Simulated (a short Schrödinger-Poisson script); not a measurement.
System: MOS inversion layer, HfO2 on p-type Ge(111), at 300 K.

```tsv
layer	material	thickness (nm)	Na (cm⁻³)
1	HfO2	10.7	-
2	Ge	300	1.9e18
```

The device is made up for the run: typed textbook-type constants, with dimensions and the other settings drawn at random. HfO2: permittivity 22, conduction-band edge (eV) 1.5, gap (eV) 5.7, electron mass (mₑ) 0.2. Ge: permittivity 16, conduction-band edge (eV) 0, gap (eV) 0.664, Nv at 300 K (cm⁻³) 6e18.

Channel valleys (confinement mass, in-plane density-of-states mass, number): L1 1.59, 0.08, 1; L3 0.09, 0.34, 3. At the gate the conduction-band edge of layer 1 lies 1.67 eV − eVg above the Fermi level of the channel; the field vanishes at the back. Gaps are held at their typed values at every temperature. Mesh 0.03 nm at interfaces.

Solved with a short Schrödinger-Poisson script written for these runs: 1D Poisson equation in equilibrium, electrons quantum, Hartree (BenDaniel-Duke, 12 states a valley, the channel's in-plane mass for all, wave functions ending at the dielectric), parabolic valleys, classical holes, full ionisation, no traps, pinning or gate leakage.

The same stack at other levels of the model or other numerical settings:

| run | sheet density of all electrons at Vg = 2 V (cm⁻²) | sheet density of all electrons at Vg = 0.8 V (cm⁻²) | capacitance at Vg = 2 V (μF/cm²) | centroid of the channel electrons at Vg = 2 V (nm) | rough cost against the base |
|---|---|---|---|---|---|
| base | 1.12e13 | 9.42e11 | 1.49 | 1.55 | about 1 |
| electrons treated as classical, Boltzmann | 1.47e13 | 2.04e12 | … | 0.31 | 0.04 |
| electrons treated as classical, Fermi-Dirac | 1.34e13 | 1.86e12 | … | 0.69 | 0.2 |
| mesh six times as coarse | 1.13e13 | 9.45e11 | 1.49 | 1.54 | 0.3 |
| one subband a valley | … | 9.07e11 | 1.48 | 1.64 | 0.5 |

Complete the blanks.


- electrons treated as classical, Boltzmann, capacitance at Vg = 2 V (μF/cm²): 1.76
- one subband a valley, sheet density of all electrons at Vg = 2 V (cm⁻²): 1.10e13
- electrons treated as classical, Fermi-Dirac, capacitance at Vg = 2 V (μF/cm²): 1.62

The classical rows ignore confinement, and Boltzmann statistics overrate the density once the band edge passes the Fermi level.

Only the L valleys are kept; under strong confinement the Δ valleys of Ge fill too.
